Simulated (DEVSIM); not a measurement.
**Schottky contact on n-type Si**

System: Schottky contact on n-type Si, at 300 K.

| layer (left to right) | material | thickness (μm) | Nd (cm⁻³) | τn (s) | τp (s) |
|---|---|---|---|---|---|
| 1 | Si | 2.30 | 2.1e17 | 7.7e-6 | 7.7e-6 |
| 2 | Si | 1.20 | 5.1e17 | 7.7e-6 | 7.7e-5 |

Left contact: Schottky, work function 4.47 eV, emission velocity 5.6e6 cm/s. Right contact: ohmic. Voltage is applied to the left contact. Recombination: SRH at mid-gap, radiative, Auger. Mobility is constant in doping.

The device is made up for the run: typed textbook-type constants, with dimensions and the other settings drawn at random. Values at 300 K.

```
parameter           Si
-------------  -------
gap (eV)         1.124
affinity (eV)     4.05
permittivity      11.7
Nc (cm⁻³)      2.86e19
Nv (cm⁻³)       3.1e19
μn (cm²/Vs)       1417
μp (cm²/Vs)        470
B (cm³/s)      4.7e-15
Cn (cm⁶/s)     2.8e-31
Cp (cm⁶/s)     9.9e-32
```

Simulated with DEVSIM: 1D drift-diffusion, Boltzmann statistics, complete ionisation; no tunnelling, impact ionisation, image-force lowering or self-heating. Metal contacts follow the ideal Schottky-Mott rule: no Fermi-level pinning, no interface dipoles.

| Quantity | Value |
|---|---|
| Potential step across the device at zero bias | 0.316 V |
| Dark forward voltage at 100 A/cm² | 0.100 V |

Small-signal capacitance in reverse bias (quasi-static):

```csv
V (V),C (nF/cm²)
-0.04,238
-0.1,218
-0.2,193
-0.3,175
-0.4,162
-0.6,142
```

Dark reverse current:

```json
[
 {"V (V)": "-0.04", "J (A/cm²)": "-1.7"},
 {"V (V)": "-0.10", "J (A/cm²)": "-2.2"},
 {"V (V)": "-0.20", "J (A/cm²)": "-2.2"},
 {"V (V)": "-0.30", "J (A/cm²)": "-2.2"},
 {"V (V)": "-0.40", "J (A/cm²)": "-2.2"},
 {"V (V)": "-0.60", "J (A/cm²)": "-2.2"}
]
```
